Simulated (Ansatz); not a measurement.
The starting structures come from a database of crystals and need not be the phases stable at ambient conditions.

Evanescent states of Rb3Na(WO4)2 (P-3m1, not sure to be the ambient phase, 14 atoms a cell, 20.1 Å³ an atom, -6 GPa at this level) along the normal of (001)

Level of theory: r2SCAN (plane waves, PAW; Ansatz, a first-principles code).

No gap correction and no spin-orbit coupling; mid-gap values are interpolated between computed energies.

Energies count from the valence-band top; κ is the least over a 6×6 mesh across the current.

```
E (eV)  κ (1/Å)  where
------  -------  -----
0.12      0.337  off Γ
0.36      0.410  off Γ
0.60      0.452  off Γ
0.84      0.488  off Γ
1.08      0.519  off Γ
1.32      0.534      Γ
1.56      0.542      Γ
1.80      0.545      Γ
2.04      0.535      Γ
2.28      0.525      Γ
2.52      0.514      Γ
2.76      0.502      Γ
3.00      0.489      Γ
3.24      0.476      Γ
3.48      0.460      Γ
3.72      0.442      Γ
3.96      0.421      Γ
4.20      0.395      Γ
4.44      0.359      Γ
4.68      0.310      Γ
4.92      0.242      Γ
5.16      0.138      Γ
```

**Question.** How thick must the barrier be to attenuate the transmission by 10^8 when the electrodes' Fermi level lies at 1.56 eV, and what attenuation does that film give at 2.28 eV?

**Answer.** d = 8 ln 10 / (2 × 0.542) = 17.0 Å. At 2.28 eV it gives 8 × 0.525/0.542 = 7.7 decades.
